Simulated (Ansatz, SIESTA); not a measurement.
## Code comparison for Cu3Sn (P1, 4 atoms in the cell)

Self-consistent single point, at a second geometry (atoms moved at random). First geometry:

```
CELL_PARAMETERS angstrom
      0.00000     3.10029     3.10029
      3.10029     0.00000     3.10029
      3.10029     3.10029     0.00000
ATOMIC_POSITIONS crystal
  Cu 0.50000 0.50000 0.50000
  Cu 0.75000 0.75000 0.75000
  Cu 0.25000 0.25000 0.25000
  Sn 0.00000 0.00000 0.00000
```

Second geometry:
```yaml
crystal:
  lattice:
    - [0.00000, 3.10029, 3.10029]
    - [3.10029, 0.00000, 3.10029]
    - [3.10029, 3.10029, 0.00000]
  atoms:
    - { symbol: Cu, position: [0.50099, 0.50548, 0.48737] }
    - { symbol: Cu, position: [0.75202, 0.76099, 0.74622] }
    - { symbol: Cu, position: [0.24958, 0.24253, 0.24325] }
    - { symbol: Sn, position: [0.99741, 0.99099, 0.02316] }
```

Shared settings, as Ansatz (a program for electronic structure) writes them: kpoints.mp_grid.grid = 9 9 9; scf.occupations.method = fermi_dirac; scf.occupations.width = 0.0073 Ry. Potentials and cutoffs stand in the table.

| code | model | ΔF from the first geometry (meV/atom) | pressure (GPa) | largest force (eV/Å) | cutoff |
|---|---|---|---|---|---|
| Ansatz | PBEsol, PAW files made with PBE | 9.9 | -7.31 | 0.634 | default |
| SIESTA | GGA PBEsol, numerical atomic orbitals TZP, PseudoDojo PBEsol standard norm-conserving potentials (rewritten from UPF to PSML) | 11.9 | -7.34 | 0.747 | grid 400 Ry |

Size of the force on each atom (eV/Å): Sizes of forces hide their directions.

| code | Cu1 | Cu2 | Cu3 | Sn4 |
|---|---|---|---|---|
| Ansatz | 0.096 | 0.307 | 0.303 | 0.634 |
| SIESTA | 0.099 | 0.369 | 0.376 | 0.747 |

On Ansatz's run: spin polarisation is off.

The spread over the programs that give each value: ΔF from the first geometry within 2.0 meV/atom; pressure within 0.03 GPa; largest force within 0.113 eV/Å.

SIESTA uses small atom-centred bases, whose incompleteness enters pressures, forces and empty levels differently from a plane-wave cutoff. Ansatz's pressure is given at a fixed set of plane waves, as the other plane-wave codes print theirs; with its correction for the finite basis it is -7.23 GPa.

The starting cell comes from a database of computed structures (which also holds hypothetical and non-ambient phases and stackings), without a prior relaxation at this level. Its lattice was rescaled by a random factor within 2.5 % of one. For this run, on top of that: atoms moved at random.

Keys are those of Ansatz 0.2.
